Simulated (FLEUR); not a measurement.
Worked example: self-consistent single point of Be5Co (F-43m, 6 atoms in the cell) in FLEUR.

Level of theory: PBEsol, all-electron FLAPW (FLEUR), scalar-relativistic valence.

```yaml
crystal:
  lattice:
    - [0.00000, 2.88393, 2.88393]
    - [2.88393, 0.00000, 2.88393]
    - [2.88393, 2.88393, 0.00000]
  atoms:
    - { symbol: Be, position: [0.25000, 0.25000, 0.25000] }
    - { symbol: Be, position: [0.62557, 0.62557, 0.12329] }
    - { symbol: Be, position: [0.62557, 0.12329, 0.62557] }
    - { symbol: Be, position: [0.62557, 0.62557, 0.62557] }
    - { symbol: Be, position: [0.12329, 0.62557, 0.62557] }
    - { symbol: Co, position: [0.00000, 0.00000, 0.00000] }
```

Reference input (self-consistent single point, DFT, LDA (Perdew-Zunger), all-electron FLAPW (FLEUR), scalar-relativistic valence): Kmax = 4.5 1/bohr; GmaxXC = 18 1/bohr; xcFunctional = pz; jspins = 1; l_soc = F; mode = hist; fermiSmearingEnergy = 0.00367493 Htr; mesh (inpgen div1-3) = 8 8 8; inpgen gamma flag = true; Gmax = 18 1/bohr; numbands = 0; maxIterBroyd = 40. This run's input differs from it in these lines:

```diff
@@ -18,3 +18,3 @@
 &comp jspins=1 /
-&exco xctyp='pz' /
+&exco xctyp='PBEs' /
 &kpt div1=8 div2=8 div3=8 gamma=t /
@@ -31,3 +31,3 @@
       <coreElectrons ctail="T" frcor="F" kcrel="0" coretail_lmax="0"/>
-      <xcFunctional name="pz" relativisticCorrections="F"/>
+      <xcFunctional name="PBEs" relativisticCorrections="F"/>
       <magnetism jspins="1"/>
```

Log, with long lists cut:

```
 Iteration:     1   Distance:      12.81344635 me/bohr^3
 Iteration:     2   Distance:       9.11673655 me/bohr^3
 Iteration:     3   Distance:       7.37727751 me/bohr^3
 Iteration:     4   Distance:       1.99353163 me/bohr^3
 Iteration:     5   Distance:       1.79489826 me/bohr^3
   [... 7 lines left out ...]
 Iteration:    13   Distance:       0.00016676 me/bohr^3
 Iteration:    14   Distance:       0.00003820 me/bohr^3
 Iteration:    15   Distance:       0.00001376 me/bohr^3
 Iteration:    16   Distance:       0.00000075 me/bohr^3
 Reset of history
 Run finished successfully
 Stop message:
   Structural relaxation: new displacements generated

[file out, last iteration]
             iter=     17
[...]
          total density-effective poten   -2.3200223289E+03
          total charge density-energy d   -7.2615737403E+01
 Updated energy parameters for spin:           1
[...]
 fermi energy and band-weighting factors:

[...]
FERMIE:
          first approx. to ef    (T=0)  :   0.282837 htr   (energy of the highest occ. eigenvalue)
          number of occ. states  (T=0)  :        357
          first approx. to seigv (T=0)  :  -7.631663 htr
          sum of weights of occ. states :  12.587891
          sum of semicore charge        :   0.000000 e
FERHIS:  Fermi-Energy by histogram:
          bandgap                     :   0.001153 htr
   [... lines left out ...]
          charge neutrality (T=0)     :   0.175781    (zero if the highest occ. eigenvalue is "entirely" occupied)
     EF_NEWTON:  Adjust Fermi-Energy by Newton-Method.
 Direct bandgap for spin            1 :    1.3421140432535505E-002  Htr
 ---->    free energy=                     -1465.7124177325 htr
   [... lines left out ...]
 TOTAL FORCE FOR ATOM TYPE=  1  X=  2.725   Y=  2.725   Z=  2.725
                       FX_TOT= 0.000000 FY_TOT= 0.000000 FZ_TOT= 0.000000
 TOTAL FORCE FOR ATOM TYPE=  2  X= -1.369   Y= -1.369   Z= -4.081
                       FX_TOT=-0.000269 FY_TOT=-0.000269 FZ_TOT= 0.000269
 TOTAL FORCE FOR ATOM TYPE=  3  X=  0.000   Y=  0.000   Z=  0.000
                       FX_TOT= 0.000000 FY_TOT= 0.000000 FZ_TOT= 0.000000
```

The run converged in 16 iterations. FLEUR gives forces in its relaxation mode, with a further iteration, so its stop message speaks of a relaxation. Against the reference run the largest force goes from 0.035 to 0.024 eV/Å.

The starting cell comes from a database of computed structures (which also holds hypothetical and non-ambient phases and stackings), without a prior relaxation at this level. Spin polarisation is off. Values depend on the basis (sphere radii, cutoffs, local orbitals), which need not be converged. The log's line on a gap gives a spacing of levels on this mesh, which the program prints for metals too.

Cost on one core of a shared machine: roughly 4 min.
